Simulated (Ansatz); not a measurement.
A computed series for Hf: pressure series

Start from Hf in the hcp (Mg type) structure (space group P6_3/mmc, No. 194).

```yaml
crystal:
  lattice:
    - [3.20421, 0.00000, 0.00000]
    - [-1.60210, 2.77493, 0.00000]
    - [0.00000, 0.00000, 5.06906]
  atoms:
    - { symbol: Hf, position: [0.33333, 0.66667, 0.75000] }
    - { symbol: Hf, position: [0.66667, 0.33333, 0.25000] }
```

Cell and atoms are relaxed at each pressure.

Level of theory: PBE in Ansatz (plane waves to 420 eV, PAW, scalar-relativistic without spin-orbit coupling).

Notes on the quantities. enthalpy: H = E + PV relative to the base's energy.

| change | lattice parameter a | enthalpy |
|---|---|---|
| base | 3.204 Å | – |
| pressure −2 GPa | 3.226 Å | -0.28 eV/atom |
| pressure −1 GPa | 3.215 Å | -0.14 eV/atom |
| pressure 0.3 GPa | 3.201 Å | +0.04 eV/atom |
| pressure 0.7 GPa | 3.197 Å | +0.10 eV/atom |
| pressure 1.5 GPa | 3.189 Å | +0.21 eV/atom |
| pressure 3 GPa | 3.175 Å | +0.42 eV/atom |
| pressure 5 GPa | 3.157 Å | +0.69 eV/atom |
| pressure 7.5 GPa | 3.136 Å | +1.02 eV/atom |
| pressure 10 GPa | 3.116 Å | +1.35 eV/atom |

Load acts through the strain it causes; cell and atoms are relaxed under it. No phonon test of stability was made. No other phases were tried under pressure. The final runs are not spin-polarised.

Ansatz is a quantum-chemistry and plane-wave program.
